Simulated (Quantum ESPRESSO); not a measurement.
A self-consistent single point of HfO2 (Fm-3m, 3 atoms in the cell) with Quantum ESPRESSO.

Method of the run: PBE, GBRV 1.5 ultrasoft (PBE) pseudopotentials (plane waves; Quantum ESPRESSO).

```xyz
3
Lattice="0.0000 2.5490 2.5490 2.5490 0.0000 2.5490 2.5490 2.5490 0.0000" Properties=species:S:1:pos:R:3 pbc="T T T"
Hf     0.0000     0.0000     0.0000
O      3.8236     3.8236     3.8236
O      1.2745     1.2745     1.2745
```

Reference input (self-consistent single point, DFT, PBE, plane waves, GBRV 1.5 ultrasoft (PBE) pseudopotentials): ecutwfc = 40 Ry; ecutrho = 320 Ry; occupations = smearing; smearing = fermi-dirac; degauss = 0.0036749 Ry; potentials = {Hf: hf_pbe_v1.uspp.F.UPF, O: o_pbe_v1.2.uspp.F.UPF}; K_POINTS = automatic 9 9 9 0 0 0; conv_thr = 1e-10 Ry; mixing_beta = 0.4. This run's input differs from it in these lines:

```diff
@@ -34,3 +34,3 @@
 K_POINTS automatic
-9 9 9  0 0 0
+27 27 27  0 0 0
```

Log, with long lists cut:

```
     Self-consistent Calculation

     iteration #  1     ecut=    40.00 Ry     beta= 0.40

     negative rho (up, down):  1.117E-01 0.000E+00

     total energy              =    -223.95699982 Ry
     estimated scf accuracy    <       1.10206564 Ry

     iteration #  2     ecut=    40.00 Ry     beta= 0.40

     negative rho (up, down):  1.112E-01 0.000E+00

     total energy              =    -224.01781155 Ry
     estimated scf accuracy    <       0.17930135 Ry

     iteration #  3     ecut=    40.00 Ry     beta= 0.40

     negative rho (up, down):  1.123E-01 0.000E+00

     total energy              =    -224.02468370 Ry
     estimated scf accuracy    <       0.02219236 Ry

   [... 7 blocks of this kind left out ...]

     iteration # 11     ecut=    40.00 Ry     beta= 0.40

     negative rho (up, down):  1.137E-01 0.000E+00

     total energy              =    -224.02959189 Ry
     estimated scf accuracy    <          3.7E-09 Ry

     iteration # 12     ecut=    40.00 Ry     beta= 0.40

     negative rho (up, down):  1.137E-01 0.000E+00
     End of self-consistent calculation

     Number of k-points >= 100: set verbosity='high' to print the bands.

     the Fermi energy is    13.9024 ev

!    total energy              =    -224.02959189 Ry
     estimated scf accuracy    <          2.6E-11 Ry
     smearing contrib. (-TS)   =      -0.00000000 Ry
     internal energy E=F+TS    =    -224.02959189 Ry

     convergence has been achieved in  12 iterations

     negative rho (up, down):  1.137E-01 0.000E+00

     Forces acting on atoms (cartesian axes, Ry/au):

     atom    1 type  1   force =     0.00000000    0.00000000    0.00000000
   [... zero for the other atoms too ...]

     Total force =     0.000000     Total SCF correction =     0.000000

     negative rho (up, down):  1.137E-01 0.000E+00
          total   stress  (Ry/bohr**3)                   (kbar)     P=      -24.91
  -0.00016933  -0.00000000  -0.00000000          -24.91       -0.00       -0.00
  -0.00000000  -0.00016933  -0.00000000           -0.00      -24.91       -0.00
  -0.00000000  -0.00000000  -0.00016933           -0.00       -0.00      -24.91

   JOB DONE.
```

The run converged in 12 iterations. Against the reference run the free energy hardly moves (within 1 meV/atom), the pressure stays at -2.49 GPa and the gap on the mesh goes from 3.905 to 3.809 eV.

The starting cell comes from a database of computed structures (which also holds hypothetical and non-ambient phases and stackings), without a prior relaxation at this level. Its lattice was rescaled by a random factor within 2.5 % of one. Spin-orbit coupling is off.

Cost on one core of a shared machine: roughly 4 min.
